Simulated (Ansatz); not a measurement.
Functionals compared on the (21-33) surface of hcp Y in its 1x1 cell, outermost plane spacing 0.17 Å in the ideal cut, in Ansatz (plane waves, PAW). The structure was relaxed with PBE; the other rows are single points on it, each with its references at the same level. Cutoff 420 eV (500 eV for r2SCAN).

Set-up: 22 atoms, 10.3 Å thick at the start (thin: gaps and levels are the slab's own); mesh 6x4x1; 0.1 eV smearing; dipole correction on; all atoms relaxed; symmetry of the start imposed; no spin, no spin-orbit, no U. These notes are the PBE run's.

```tsv
functional	surface energy (J/m²)	work function of the top face (eV)	rough cost of the single point
PBE	1.07	3.05	–
LDA	?	?	roughly 5 core-minutes
PBEsol	1.16	3.09	around 5 core-minutes (rough)
RPBE	1.00	2.94	around 5 core-minutes (rough)
r2SCAN	1.15	3.07	roughly 10 core-minutes
```

Task: What belongs in the gaps?

Result: 
- LDA, surface energy (J/m²): 1.19
- LDA, work function of the top face (eV): 3.22

Ansatz is a first-principles code.
